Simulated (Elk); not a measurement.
Elk run on La₃Al (Pm-3m, 4 atoms in the cell): self-consistent single point.

Computed with LDA (PW92), all-electron FP-LAPW, Elk's shipped species files, APW+lo basis with extra local orbitals run with Elk.

```xyz
4
Lattice="4.9775 0.0000 0.0000 0.0000 4.9775 0.0000 0.0000 0.0000 4.9775" Properties=species:S:1:pos:R:3 pbc="T T T"
La     0.0000     2.4887     2.4887
La     2.4887     0.0000     2.4887
La     2.4887     2.4887     0.0000
Al     0.0000     0.0000     0.0000
```

Reference input (self-consistent single point, DFT, PBEsol, all-electron FP-LAPW, Elk's shipped species files, APW+lo basis with extra local orbitals): xctype = 22; rgkmax = 8; stype = 0; swidth = 0.00734986 Ha; ngridk = 9 9 9; gmaxvr = 14 1/bohr; nxlo = 2; lorbcnd = true; lmaxi = 3. This run's input differs from it in these lines:

```diff
@@ -4,3 +4,3 @@
 xctype
-  22
+  3
```

Output (repeated stretches shortened):

```
│ Self-consistent loop started │
│ Loop number : 1 │
 total energy                :     -25737.9071981
│ Loop number : 2 │
 total energy                :     -25737.6408750
RMS change in Kohn-Sham potential (target) :   0.7018046133E-01 (  0.1000000000E-05)
Absolute change in total energy (target)   :   0.2663230939     (  0.1000000000E-03)
│ Loop number : 3 │
 total energy                :     -25737.2761637
RMS change in Kohn-Sham potential (target) :   0.6923433210E-01 (  0.1000000000E-05)
Absolute change in total energy (target)   :   0.4312920868     (  0.1000000000E-03)
│ Loop number : 4 │
   [... lines left out ...]
Absolute change in total energy (target)   :   0.9324753737E-03 (  0.1000000000E-03)
│ Loop number : 14 │
 total energy                :     -25715.7480747
RMS change in Kohn-Sham potential (target) :   0.5223581084E-07 (  0.1000000000E-05)
Absolute change in total energy (target)   :   0.1339285845E-03 (  0.1000000000E-03)
│ Loop number : 15 │
 total energy                :     -25715.7480771
RMS change in Kohn-Sham potential (target) :   0.2256359913E-07 (  0.1000000000E-05)
Absolute change in total energy (target)   :   0.3104213101E-04 (  0.1000000000E-03)
Convergence targets achieved

│ Loop number : 16 │

Energies :
 Fermi                       :     0.306098252923
 total energy                :     -25715.7480781

Density of states at Fermi energy :    143.9921406
 (states/Hartree/unit cell)

Estimated indirect band gap :   0.2776497773E-03
 from k-point     22 to k-point     33
Estimated direct band gap   :   0.5647229014E-02
 at k-point     27

Charges :
 core                        :    142.0000000
 valence                     :    42.00000000
 interstitial                :    8.726755865
 muffin-tins (core leakage)
  species :    1 (La)
   atom    1                 :    54.71535377     (  0.2277923125E-03)
   atom    2                 :    54.71535377     (  0.2277923125E-03)
   atom    3                 :    54.71535377     (  0.2277923125E-03)
  species :    2 (Al)
   atom    1                 :    11.12718282     (  0.4898844905E-03)
 total in muffin-tins        :    175.2732441
 total calculated charge     :    183.9966738
 total charge                :    184.0000000
 error                       :   0.3326180335E-02

│ Self-consistent loop stopped │
```

The run converged in 16 iterations. The count includes the last loop, which Elk runs after its targets are met. 

The starting cell comes from a database of computed structures (which also holds hypothetical and non-ambient phases and stackings), without a prior relaxation at this level. Values depend on the basis (sphere radii, cutoffs, local orbitals), which need not be converged. The log's line on a gap gives a spacing of levels on this mesh, which the program prints for metals too.

Cost on one core of a shared machine: roughly 60 s.
